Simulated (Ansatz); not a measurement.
System: GeSiC2 (model structure, started from the AlGaN2 type, P-4m2, No. 115, 4 atoms in the cell). Method: PBE (PAW; Ansatz, a quantum-chemistry and plane-wave program).

Settings: plane-wave cutoff 520 eV, 10×10×8 k mesh (along the axes of the cell as run), Fermi–Dirac smearing 0.01 eV, scalar-relativistic PAW data made under PBE.

Cell (relaxed with PBEsol):

C$_{2}$GeSi is modelled in the tetragonal space group P-4m2 (No. 115), Pearson symbol tP4. Lattice parameters: a = 3.156 Å, b = 3.156 Å, c = 4.453 Å, α = 90.00°, β = 90.00°, γ = 90.00°. Ge on 1c sees 4 C at 1.967 Å (tetrahedral). Si on 1a has 4 C at 1.897 Å (tetrahedral). C on 2g has 2 Si at 1.897 Å and 2 Ge at 1.967 Å (tetrahedral). (Neighbours: up to the widest gap in distance over summed covalent radii, below 1.35, at either atom.)

Task: Estimate the band gap and smallest direct gap on the k points sampled that the calculation returns.

Result: 
* **band gap**: 1.49 eV (indirect)
* **smallest direct gap on the k points sampled**: 1.85 eV

Note: the relaxation could raise the start's symmetry but not lower it, so the cell can be a saddle point; cell and atoms aren't relaxed at this level (largest force component 0.10 eV/Å, pressure 4.3 GPa).

Spin–orbit coupling is not included.

The result took around 23 core-seconds (rough).

A model structure was made by putting elements into a prototype or built by hand; it is no filed structure, need not be a known phase, and can be a saddle point held by its symmetry.
